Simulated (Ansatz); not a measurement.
# A computed series for BaTiO3: pressure series

The reference is BaTiO₃ in the cubic perovskite structure (space group Pm-3m, No. 221).

```cif
data_BaO3Ti
_chemical_formula_sum 'Ba1 Ti1 O3'
_space_group_name_H-M_alt 'P 1'
_space_group_IT_number 1
_cell_length_a 4.01946
_cell_length_b 4.01946
_cell_length_c 4.01946
_cell_angle_alpha 90.000
_cell_angle_beta 90.000
_cell_angle_gamma 90.000
loop_
_space_group_symop_operation_xyz
  'x, y, z'
loop_
_atom_site_label
_atom_site_type_symbol
_atom_site_fract_x
_atom_site_fract_y
_atom_site_fract_z
_atom_site_occupancy
Ba1 Ba 0.00000 0.00000 0.00000 1
Ti1 Ti 0.50000 0.50000 0.50000 1
O1 O 0.00000 0.50000 0.50000 1
O2 O 0.50000 0.50000 0.00000 1
O3 O 0.50000 0.00000 0.50000 1
```

Cell and atoms are relaxed at each pressure.

The values are results of PBE (Ansatz, an electronic-structure program, PAW, spin-orbit coupling left out), earlier PAW set, not measurements.

Notes on the quantities. enthalpy: H = E + PV relative to the base's energy.

```csv
variant,density,smallest direct gap,enthalpy
base,5.96 g/cm³,1.90 eV,–
pressure −2 GPa,(withheld),1.89 eV,-0.16 eV/atom
pressure −1 GPa,5.93 g/cm³,1.89 eV,-0.08 eV/atom
pressure 0.9 GPa,6.00 g/cm³,1.91 eV,+0.07 eV/atom
pressure 2.1 GPa,6.04 g/cm³,1.92 eV,+0.17 eV/atom
pressure 4.5 GPa,6.12 g/cm³,1.93 eV,+0.36 eV/atom
pressure 9 GPa,6.27 g/cm³,1.95 eV,+0.71 eV/atom
pressure 15 GPa,6.44 g/cm³,1.98 eV,+1.17 eV/atom
pressure 22.5 GPa,6.65 g/cm³,–,+1.72 eV/atom
pressure 30 GPa,6.83 g/cm³,–,+2.26 eV/atom
```

Problem. What belongs in the blanks?

Solution. 
- pressure −2 GPa, density: 5.89 g/cm³

Load acts through the strain it causes; cell and atoms are relaxed under it. Stability against distortions was not tested. Competing high-pressure phases were not computed. All final runs are without spin polarisation. Many cubic perovskites are stable only at high temperature; tilts and polar distortions were not tested. This is not the structure that BaTiO3 has at room temperature and ambient pressure.
